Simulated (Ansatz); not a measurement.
Consider Si in the diamond structure (space group Fd-3m, No. 227; a = 5.444 Å). Axes: x, y, z lie along the cube axes.

All numbers come from r2SCAN (Ansatz, a program for electronic structure; PAW; 500 eV plane waves; scalar-relativistic without spin-orbit coupling).

The change: every lattice vector is stretched by 0.50 %, atoms relaxed at fixed cell.

Q: Predict the stress tensor and what it implies for the stiffness.

A: Stress of the strained cell less that of the base (GPa, compression positive):
```
  -1.41    0.00    0.00
   0.00   -1.41    0.00
   0.00    0.00   -1.41
```

Then B = −ΔP/(ΔV/V₀) with ΔV/V₀ = 0.0151 gives secant stiffness values (nonlinear terms included at this strain): B ≈ 93 GPa.

No phonon test of stability was made.
